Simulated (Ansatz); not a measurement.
# ZnSe under load (space group I-4m2): band-edge transport data

Data:

```
ZnSe
1.0
    0.00000     2.75046     2.89494
    2.75046     0.00000     2.89494
    2.75046     2.75046     0.00000
Zn Se
1 1
Direct
  0.00000   0.00000   0.00000
  0.75000   0.75000   0.75000
```

Method: PBEsol with spin-orbit coupling, rigid bands (plane waves, PAW; Ansatz, a program for electronic structure). Condition of this run: biaxial stress xx = yy = 2 GPa (compression positive) (the target of the relaxation). Cell: cell and atoms relaxed with PBEsol, then loaded as said.

| Quantity | Value |
|---|---|
| band gap | 1.11 eV |
| electron conductivity mass (300 K, dilute) | 0.101 (x), 0.101 (y), 0.107 (z) mₑ |
| hole conductivity mass (300 K, dilute) | 0.42 (x), 0.42 (y), 0.75 (z) mₑ |
| effective density of states N_c (300 K) | 7.9e17 cm⁻³ |
| effective density of states N_v (300 K) | 6.6e18 cm⁻³ |
| density-of-states mass, electrons | 0.100 mₑ |
| density-of-states mass, holes | 0.41 mₑ |
| Seebeck coefficient, n-type 1e19 cm⁻³, 300 K | -66 μV/K |
| Seebeck coefficient, p-type 1e19 cm⁻³, 300 K | 240 μV/K |
| best p-type power factor at 300 K for τ = 10 fs (best axis; densities from 1e16 to 1e21 cm⁻³ tried, whether or not they can be reached) | 7.6 μW/(cm·K²) at 3e20 cm⁻³ |

Rigid bands; masses and Seebeck coefficients take one relaxation time τ for all states and one kind of carrier; polarons and phonon drag are left out.
